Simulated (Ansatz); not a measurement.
**A computed series for HfB2: pressure series**

The reference is HfB2 (space group P6/mmm, No. 191).

```
CELL_PARAMETERS angstrom
      3.14570     0.00000     0.00000
     -1.57285     2.72426     0.00000
      0.00000     0.00000     3.48590
ATOMIC_POSITIONS crystal
  Hf 0.00000 0.00000 0.00000
  B  0.33333 0.66667 0.50000
  B  0.66667 0.33333 0.50000
```

Cell and atoms are relaxed at each pressure.

All numbers come from PBE (Ansatz, a first-principles code, PAW, spin-orbit coupling left out).

```tsv
pressure (GPa)	volume per atom (Å³/atom)
-2	10.039
-1	9.997
0	9.958
0.7	9.930
1.5	9.899
3	9.841
5	?
7.5	9.677
10	9.592
```

Fit the third-order Birch–Murnaghan form P(V) = (3B₀/2)[(V₀/V)^(7/3) − (V₀/V)^(5/3)]·[1 + (3/4)(B₀′ − 4)((V₀/V)^(2/3) − 1)] (squares taken in P) to the rows shown and predict the withheld row.

Least squares on the printed values gives V₀ = 9.958 Å³/atom, B₀ = 250 GPa, B₀′ = 3.6; this predicts 9.767 Å³/atom, and the run gives 9.766 Å³/atom, in agreement.

Load acts through the strain it causes; cell and atoms are relaxed under it. No phonon test of stability was made. Competing high-pressure phases were not computed. The final runs are not spin-polarised.
